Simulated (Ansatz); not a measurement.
Pressure series in PbTe

Base system: PbTe in the rock salt structure (space group Fm-3m, No. 225; a = 6.569 Å).

Cell and atoms are relaxed at each pressure.

All numbers come from PBE (Ansatz, a quantum-chemistry and plane-wave program; PAW; 420 eV plane waves; no SOC).

Notes on the quantities. enthalpy: H = E + PV relative to the base's energy.

```
variant           shortest interatomic distance  band gap        enthalpy      density
----------------  -----------------------------  --------  --------------  -----------
base                                    3.285 Å   0.83 eV               –   7.85 g/cm³
pressure −2 GPa                         3.350 Å   0.92 eV   -0.46 eV/atom   7.39 g/cm³
pressure −1 GPa                         3.315 Å   0.88 eV   -0.22 eV/atom            ?
pressure 3 GPa                          3.212 Å   0.69 eV   +0.64 eV/atom            ?
pressure 7 GPa                          3.141 Å   0.52 eV   +1.44 eV/atom   8.97 g/cm³
pressure 15 GPa                         3.041 Å         ?   +2.91 eV/atom   9.88 g/cm³
pressure 50 GPa                         2.815 Å      zero   +8.32 eV/atom  12.46 g/cm³
pressure 75 GPa                         2.726 Å      zero  +11.62 eV/atom  13.72 g/cm³
pressure 100 GPa                              ?      zero  +14.67 eV/atom  14.77 g/cm³
```

Problem. Fill in the withheld entries from the trend.

Solution. 
- pressure −1 GPa, density: 7.63 g/cm³
- pressure 3 GPa, density: 8.39 g/cm³
- pressure 15 GPa, band gap: 0.23 eV
- pressure 100 GPa, shortest interatomic distance: 2.660 Å

A case with no gap was solved on a k-mesh chosen for an insulator, which is coarse for it. Spin-orbit coupling, missing from the scalar runs, can matter with Pb and Te. Load acts through the strain it causes; cell and atoms are relaxed under it. Stability against distortions was not tested. No other phases were tried under pressure. All final runs are without spin polarisation. A zero or small gap of PbTe under pressure 15 GPa, PbTe under pressure 50 GPa and PbTe under pressure 75 GPa can be the functional's error rather than a property of the material.
